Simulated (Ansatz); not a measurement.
Base system: CsPbCl₃ in the cubic perovskite structure (space group Pm-3m, No. 221).

```
CsPbCl3
1.0
    5.67350     0.00000     0.00000
    0.00000     5.67350     0.00000
    0.00000     0.00000     5.67350
Cs Pb Cl
1 1 3
Cartesian
  0.00000   0.00000   0.00000
  2.83675   2.83675   2.83675
  0.00000   2.83675   2.83675
  2.83675   2.83675   0.00000
  2.83675   0.00000   2.83675
```

All numbers come from r2SCAN in Ansatz (plane waves to 500 eV, PAW, spin-orbit coupling left out).

One change was made to it. Results:

```tsv
quantity	base	after
lattice parameter a	5.674 Å	4.702 Å
band gap	2.46 eV	zero
```

Question: Name the change that was made.
(A) pressure −2 GPa
(B) pressure 15 GPa
(C) pressure 50 GPa
(D) pressure 3 GPa

Answer: C, pressure 50 GPa. For comparison, the band gap in the other runs: pressure 3 GPa gives 1.97 eV; pressure −2 GPa gives 2.83 eV; pressure 15 GPa gives 0.50 eV.

A case with no gap was solved on a k-mesh chosen for an insulator, which is coarse for it. With Pb present, leaving out spin-orbit coupling can change the band edges. Load acts through the strain it causes; cell and atoms are relaxed under it. No phonon test of stability was made. Competing high-pressure phases were not computed. The final runs are not spin-polarised. Many cubic perovskites are stable only at high temperature; tilts and polar distortions were not tested. This is not the structure that CsPbCl3 has at room temperature and ambient pressure. A zero or small gap of CsPbCl3 under pressure 50 GPa can be the functional's error rather than a property of the material.

Ansatz is an electronic-structure program.
